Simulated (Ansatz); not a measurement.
Ge in the diamond structure, quasi-harmonic approximation with PBE density-functional theory in Ansatz (plane waves, PAW). At this level the gap is small or closed, and a narrow smearing was used.

```json
[
 {"T (K)": "150", "α_L (10⁻⁶/K)": "[?]", "C_P (J/mol/K)": "19.4", "bulk modulus B_T (GPa)": "57.7", "γ": "0.78"},
 {"T (K)": "400", "α_L (10⁻⁶/K)": "8.8", "C_P (J/mol/K)": "24.2", "bulk modulus B_T (GPa)": "55.4", "γ": "0.89"},
 {"T (K)": "450", "α_L (10⁻⁶/K)": "9.0", "C_P (J/mol/K)": "24.5", "bulk modulus B_T (GPa)": "54.9", "γ": "0.89"},
 {"T (K)": "500", "α_L (10⁻⁶/K)": "9.2", "C_P (J/mol/K)": "24.7", "bulk modulus B_T (GPa)": "54.4", "γ": "0.90"},
 {"T (K)": "600", "α_L (10⁻⁶/K)": "9.6", "C_P (J/mol/K)": "25.0", "bulk modulus B_T (GPa)": "53.3", "γ": "0.91"},
 {"T (K)": "700", "α_L (10⁻⁶/K)": "9.9", "C_P (J/mol/K)": "25.2", "bulk modulus B_T (GPa)": "52.0", "γ": "0.92"},
 {"T (K)": "750", "α_L (10⁻⁶/K)": "10.1", "C_P (J/mol/K)": "[?]", "bulk modulus B_T (GPa)": "51.4", "γ": "0.93"},
 {"T (K)": "850", "α_L (10⁻⁶/K)": "10.5", "C_P (J/mol/K)": "25.5", "bulk modulus B_T (GPa)": "50.1", "γ": "0.94"}
]
```

### Question
Complete the blanks.

### Answer

- 150, α_L (10⁻⁶/K): 6.0
- 750, C_P (J/mol/K): 25.3

The crystal is held in this phase throughout; melting and phase transitions are not modelled.

Ansatz is a quantum-chemistry and plane-wave program.
